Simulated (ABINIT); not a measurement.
## Equation of state of bcc W (space group 229): energy against volume (ABINIT, PBE)

```
CELL_PARAMETERS angstrom
     -1.55191     1.55191     1.55191
      1.55191    -1.55191     1.55191
      1.55191     1.55191    -1.55191
ATOMIC_POSITIONS crystal
  W  0.00000 0.00000 0.00000
```

Computed with PBE, norm-conserving pseudopotentials (PseudoDojo nc-sr-05 PBE standard) (plane waves; ABINIT). Settings: pseudos = [W.upf]; ecut = 1306 eV; ixc = 11; occopt = 3; tsmear = 0.00183747 Ha; ngkpt = 26 26 26; nshiftk = 1; shiftk = 0 0 0; potentials = PseudoDojo nc-sr-05 PBE standard; nband = 12; kptopt = 1; nstep = 50; tolvrs = 1e-10. The cell above is the first row's. The rows scale it uniformly. In all rows the k mesh is held. E is the free energy at the stated smearing, counted from the lowest row.

| V (Å^3/atom) | E (meV/atom) |
|---|---|
| 14.951 | 93.25 |
| 15.276 | 46.98 |
| 15.601 | 17.09 |
| 15.926 | 1.92 |
| 16.251 | 0.00 |
| 16.576 | 10.01 |
| 16.901 | 30.78 |
| 17.226 | 61.24 |
| 17.551 | ? |

**Question.** Fit E against V with the third-order Birch-Murnaghan form, a cubic in V^(-2/3), and predict the withheld value at V = 17.551.

**Answer.** With u = V^(-2/3) - 0.157, the rows have u = 0.007773, 0.005428, 0.003164, 0.000978, -0.001136, -0.003180, -0.005158, -0.007074. Least squares gives E = -0.526 + 1128.18·u + 1400017·u² + 884806·u³. Residuals (row less fit): 0.003, -0.008, 0.003, 0.003, 0.002, -0.005, -0.001, 0.001; standard error 0.006 (degrees of freedom: 4). Its minimum lies at u = -0.000403, so V0 = (0.156597)^(-3/2) = 16.14. There d²E/du² = 2798000 and d³E/du³ = 5309000, so B0 = (4/9) × 16.14^(-7/3) × 2798000 × 0.160218 = 303 GPa (the last factor turns the table's units into GPa), and B0' = 4 + (2/3) × 0.156597 × (5309000)/2798000 = 4.2. The program's pressures in the fitted runs (not shown) pass through zero at V = 16.14, 0.01 % from this V0. At the withheld row, u = -0.008931, so E = -0.526 + 1128.18 × (-0.008931) + 1400017 × (-0.008931)² + 884806 × (-0.008931)³ = 100.437 meV/atom. The calculation gives 100.43 meV/atom, 0.007 meV/atom below the prediction (under 0.05 % of the range of E in the table). The row lies outside the fitted rows, so this is an extrapolation. From the scatter of the fitted rows alone, a prediction at this place has a standard error of 0.014 meV/atom, so the miss is 0.5 times that.

Carrying the step between the two nearest rows on in a straight line would have given 91.70, off by 8.73; series whose last step already gives the withheld value aren't shown. The scan was laid around a cell of about the measured size, scaled by a guess for this functional. Spin polarisation is off. Spin-orbit coupling is off. Cutoffs and mesh are single choices, not tested for convergence of this quantity. Series with a scatter that would blur these digits, or in which a gap closes, are not shown. Nor are scans whose minimum lies at an end fitted in this form.
